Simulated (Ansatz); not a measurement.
The starting structures come from a database of crystals and need not be the phases stable at ambient conditions.

 Where the default PAW files enter, the runs use the earlier of Ansatz's two default sets.

## Evanescent states of Cd(RhO2)2 (Fd-3m, spinel, not sure to be the ambient phase, 14 atoms a cell, 12.2 Å³ an atom) along the normal of (110)

These are r2SCAN (plane waves, PAW; Ansatz, a quantum-chemistry and plane-wave program) values and carry that method's errors.

The gap is the functional's own. No spin-orbit coupling. Mid-gap values are interpolated on the energy grid.

Energies count from the valence-band top; κ is the least over a 6×4 mesh across the current.

| E (eV) | κ (1/Å) | where |
|---|---|---|
| 0.04 | 0.139 | Γ |
| 0.12 | 0.225 | off Γ |
| 0.20 | 0.239 | off Γ |
| 0.28 | 0.248 | off Γ |
| 0.36 | … | off Γ |
| 0.44 | … | off Γ |
| 0.52 | … | off Γ |
| 0.60 | … | off Γ |
| 0.68 | … | off Γ |
| 0.76 | … | off Γ |
| 0.84 | … | off Γ |
| 0.92 | … | off Γ |
| 1.00 | 0.180 | off Γ |
| 1.08 | 0.154 | off Γ |
| 1.16 | 0.119 | off Γ |
| 1.24 | 0.060 | off Γ |

Task: Some entries are withheld; supply them.

Result: 
- 0.36, κ (1/Å): 0.252
- 0.44, κ (1/Å): 0.253
- 0.52, κ (1/Å): 0.252
- 0.60, κ (1/Å): 0.247
- 0.68, κ (1/Å): 0.240
- 0.76, κ (1/Å): 0.230
- 0.84, κ (1/Å): 0.217
- 0.92, κ (1/Å): 0.200
